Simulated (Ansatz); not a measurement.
Given:

```yaml
crystal:
  lattice:
    - [4.00146, 0.00000, 0.00000]
    - [0.00000, 4.00146, 0.00000]
    - [0.00000, 0.00000, 3.97980]
  atoms:
    - { symbol: K, position: [0.50000, 0.50000, 0.50000] }
    - { symbol: Ta, position: [0.00000, 0.00000, 0.00000] }
    - { symbol: O, position: [0.00000, 0.50000, 0.00000] }
    - { symbol: O, position: [0.50000, 0.00000, 0.00000] }
    - { symbol: O, position: [0.00000, 0.00000, 0.50000] }
```

These are PBEsol with spin-orbit coupling, rigid bands (plane waves, PAW; Ansatz, an electronic-structure program) values and carry that method's errors. Condition of this run: biaxial stress xx = yy = -2 GPa (compression positive) (the target of the relaxation). Cell: cell and atoms relaxed with PBEsol, then loaded as said.

Problem. Predict the electron conductivity mass (n e² τ/σ) at 300 K, by direction if it differs.

Solution. 0.44 (x), 0.44 (y), 0.48 (z) mₑ.

Problem. Predict the hole conductivity mass (n e² τ/σ) at 300 K, by direction if it differs.

Solution. 1.96 (x), 1.96 (y), 2.3 (z) mₑ.

Problem. And the band gap?

Solution. 1.98 eV at this level; semilocal functionals usually fall short of the measured gap.

Rigid bands, one relaxation time for all states, no polarons.
